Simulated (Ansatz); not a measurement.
HfPbO3 (Pm-3m, No. 221, 5 atoms in the cell; start mp-22535) was calculated with LDA (Ansatz, a program for electronic structure, plane waves, PAW).

Run with plane-wave cutoff 520 eV, 8×8×8 k mesh, Fermi–Dirac smearing 0.01 eV, scalar-relativistic PAW data made under PBE.

Cell (relaxed with PBEsol):

Space group Pm-3m (No. 221); a = 4.1190 Å, b = 4.1190 Å, c = 4.1190 Å, α = 90.00°, β = 90.00°, γ = 90.00°

| atom | site | symmetry | x | y | z |
|---|---|---|---|---|---|
| Hf | 1b | m-3m | 0.5000 | 0.5000 | 0.5000 |
| Pb | 1a | m-3m | 0.0000 | 0.0000 | 0.0000 |
| O | 3c | 4/mm.m | 0.0000 | 0.5000 | 0.5000 |

Task: Estimate the band gap and direct gap at Γ that the calculation returns.

Result: 
* **band gap**: 2.37 eV
* **direct gap at Γ**: 4.49 eV

Note: cell and atoms aren't relaxed at this level (pressure -4.7 GPa).

Spin–orbit coupling is not included; with these elements it can move the gap by several tenths of an eV or more.

It cost roughly 15 core-seconds of CPU time.

A start named mp-… is a Materials Project structure, which need not be a measured phase.
